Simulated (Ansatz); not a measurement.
An Ansatz (an electronic-structure program) input (r2SCAN in Ansatz (plane waves to 500 eV, PAW, no spin-orbit coupling)):

Ansatz 0.2 input:
```yaml
crystal:
  lattice:
    - [0, 3.8444210002, 3.8444210002]
    - [3.8444210002, 0, 3.8444210002]
    - [3.8444210002, 3.8444210002, 0]
  atoms:
    - { symbol: Os, position: [0, 0, 0] }
    - { symbol: Ir, position: [0, 0, 0.5] }
    - { symbol: Ir, position: [0, 0.5, 0] }
    - { symbol: Ir, position: [0, 0.5, 0.5] }
    - { symbol: Ir, position: [0.5, 0, 0] }
    - { symbol: Ir, position: [0.5, 0, 0.5] }
    - { symbol: Ir, position: [0.5, 0.5, 0] }
    - { symbol: Ir, position: [0.5, 0.5, 0.5] }
basis: { ecutwfc: 500, ecutrho_ratio: 4, xc_grid: 4, fft_grid_basis: typed }
kpoints: { mp_grid: { grid: [8, 8, 8] } }
hamiltonian:
  xc: r2scan
  dispersion: none
  pseudopotentials: { kind: paw }
scf: { occupations: { method: fermi_dirac, width: 0.05 }, convergence: { dr2_threshold: 0.0000000008 } }
relax: { f_tol: 0.02, max_steps: 45 }
output: { forces: true, stress: true }
checkpoint: { write: state.ck, write_every: 1000 }
```

Task: Which symmetry and how many k-points will the program report, and about how many plane waves at Γ?

Result: Space group Fm-3m (ITA 225) with 48 operations, k-points 29 of 512, and 2891 plane waves at Γ.

Task: And the final pressure?

Result: -0.67 GPa (compression positive).

In so small a cell the defect repeats every few ångströms: this is an ordered compound, not a dilute defect. The defect started on the symmetric site and kept its symmetry, so it may sit on a saddle. The final runs are not spin-polarised. The cell was made from Ir in the fcc (Cu type) structure (space group Fm-3m, No. 225) by this change: Os on a Ir site. The defect cell is not spin-polarised.
